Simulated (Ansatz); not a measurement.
The starting structures come from a database of crystals and need not be the phases stable at ambient conditions.

The decay constant κ of evanescent states in the gap governs leakage through a thin film.

Here is the system:

```
BaMg2P2
1.0
    7.57648     0.00000     0.00000
    0.00000     7.62669     0.00000
    3.78824     0.00000     2.18714
Ba Mg P
1 2 2
Direct
  0.00000   0.00000   0.00000
  0.33333   0.37814   0.00000
  0.66667   0.62186   0.00000
  0.33333   0.72125   0.00000
  0.66667   0.27875   0.00000
```

The cell is taken as given.

Transport runs along the normal of the first two printed cell vectors, the (110) plane of the conventional cell.

The gap is the functional's own, uncorrected, and κ follows it; spin-orbit coupling is left out. Mid-gap means the computed energy nearest the middle.

Estimate the band gap and the smallest decay constant κ at mid-gap that r2SCAN (Ansatz, a first-principles code) returns for this system.

Gap 1.48 eV on a 14×4×14 mesh; κ = 0.158 1/Å, at the zone centre.
